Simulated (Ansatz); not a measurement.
## Ru, response to strain

Start from Ru in the hcp (Mg type) structure (space group P6_3/mmc, No. 194; a = 2.691 Å, c = 4.249 Å; relaxed with 0.1 eV smearing). Axes: x lies along a and z along c of the hexagonal cell.

Strains are applied to the cell and any free atomic positions relax.

All numbers come from Kohn–Sham DFT with the PBEsol functional, run in Ansatz (an electronic-structure program) with PAW and 420 eV plane waves, no spin-orbit coupling.

Notes on the quantities. energy relative to the base: free energy F.

| uniaxial strain ε_zz (%) | energy relative to the base (meV/atom) |
|---|---|
| 0 | 0.0 |
| 0.5 | 0.7 |
| 1 | 2.9 |
| 1.5 | 6.4 |
| 2 | 11.2 |
| 2.5 | ? |
| 3 | 24.5 |

**Question.** Fit ΔE = Aε² + Bε³ (ε in %) to the rows shown and predict the withheld row.

**Answer.** Least squares on the printed values gives A = 2.96 and B = -0.080 meV/atom (largest residual 0.0 meV/atom); this predicts 17.3 meV/atom, and the run gives 17.2 meV/atom, in agreement.

No phonon test of stability was made. The final runs are not spin-polarised.
